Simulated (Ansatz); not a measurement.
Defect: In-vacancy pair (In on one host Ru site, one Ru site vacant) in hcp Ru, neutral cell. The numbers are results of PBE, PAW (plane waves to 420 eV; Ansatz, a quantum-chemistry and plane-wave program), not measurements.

36-site cell at the relaxed PBE lattice, a 2×2×2 k-point mesh shifted by half a step along c, smearing 0.10 eV, spin-restricted, no finite-size correction. Energies are static. Forms of the defect that were not tried may lie lower.

Barriers: single points on a 4×4×4 k-point mesh shifted by half a step along c at the bands' geometries.

The step: direct exchange of In with the vacancy (In-vacancy distance between ideal sites 2.66 Å throughout). Atoms about the jump, Cartesian Å from the middle of the jump, before and after:

```json
[
 {"atom": "In1", "x0": "0.59", "y0": "0.34", "z0": "-0.92", "x1": "-0.59", "y1": "-0.34", "z1": "0.92"},
 {"atom": "Ru2", "x0": "-0.73", "y0": "-2.02", "z0": "-1.09", "x1": "-0.70", "y1": "-2.04", "z1": "-1.16"},
 {"atom": "Ru3", "x0": "2.11", "y0": "-0.41", "z0": "1.16", "x1": "2.11", "y1": "-0.38", "z1": "1.09"},
 {"atom": "Ru4", "x0": "0.70", "y0": "2.04", "z0": "1.16", "x1": "0.73", "y1": "2.02", "z1": "1.09"},
 {"atom": "Ru5", "x0": "-2.11", "y0": "0.38", "z0": "-1.09", "x1": "-2.11", "y1": "0.41", "z1": "-1.16"},
 {"atom": "Ru6", "x0": "-2.05", "y0": "1.98", "z0": "1.09", "x1": "-2.05", "y1": "2.02", "z1": "1.08"},
 {"atom": "Ru7", "x0": "0.69", "y0": "-2.76", "z0": "1.09", "x1": "0.72", "y1": "-2.79", "z1": "1.08"},
 {"atom": "Ru8", "x0": "-0.72", "y0": "2.79", "z0": "-1.08", "x1": "-0.69", "y1": "2.76", "z1": "-1.09"},
 {"atom": "Ru9", "x0": "2.05", "y0": "-2.02", "z0": "-1.08", "x1": "2.05", "y1": "-1.98", "z1": "-1.09"},
 {"atom": "Ru10", "x0": "0.66", "y0": "0.38", "z0": "3.22", "x1": "0.70", "y1": "0.40", "z1": "3.27"},
 {"atom": "Ru11", "x0": "-0.70", "y0": "-0.40", "z0": "-3.27", "x1": "-0.66", "y1": "-0.38", "z1": "-3.22"},
 {"atom": "Ru12", "x0": "-2.05", "y0": "-2.75", "z0": "1.08", "x1": "-2.07", "y1": "-2.79", "z1": "1.07"},
 {"atom": "Ru13", "x0": "-3.41", "y0": "-0.40", "z0": "1.08", "x1": "-3.45", "y1": "-0.40", "z1": "1.07"},
 {"atom": "Ru14", "x0": "3.45", "y0": "0.40", "z0": "-1.07", "x1": "3.41", "y1": "0.40", "z1": "-1.08"},
 {"atom": "Ru15", "x0": "2.07", "y0": "2.78", "z0": "-1.07", "x1": "2.05", "y1": "2.75", "z1": "-1.08"},
 {"atom": "Ru16", "x0": "-2.01", "y0": "0.37", "z0": "3.20", "x1": "-2.04", "y1": "0.39", "z1": "3.27"},
 {"atom": "Ru17", "x0": "0.69", "y0": "1.96", "z0": "-3.27", "x1": "0.69", "y1": "1.93", "z1": "-3.20"},
 {"atom": "Ru18", "x0": "-0.69", "y0": "-1.93", "z0": "3.20", "x1": "-0.69", "y1": "-1.96", "z1": "3.27"},
 {"atom": "Ru19", "x0": "2.04", "y0": "-0.39", "z0": "-3.27", "x1": "2.02", "y1": "-0.37", "z1": "-3.20"}
]
```

**Question.** Predict the transition state.

**Answer.** 
```
atom      x      y      z
----  -----  -----  -----
In1    0.00   0.00  -0.01
Ru2   -0.75  -2.13  -1.19
Ru3    2.21  -0.42   1.18
Ru4    0.75   2.13   1.17
Ru5   -2.22   0.42  -1.19
Ru6   -2.03   2.00   1.09
Ru7    0.71  -2.75   1.09
Ru8   -0.72   2.75  -1.11
Ru9    2.03  -1.99  -1.11
Ru10   0.68   0.39   3.22
Ru11  -0.68  -0.39  -3.24
Ru12  -2.02  -2.73   1.06
Ru13  -3.38  -0.39   1.06
Ru14   3.38   0.39  -1.08
Ru15   2.02   2.73  -1.08
Ru16  -2.00   0.37   3.21
Ru17   0.67   1.92  -3.23
Ru18  -0.68  -1.92   3.21
Ru19   2.00  -0.37  -3.23
```
It lies 0.77 eV above the start and 0.77 eV above the end. The program found a first-order saddle point.
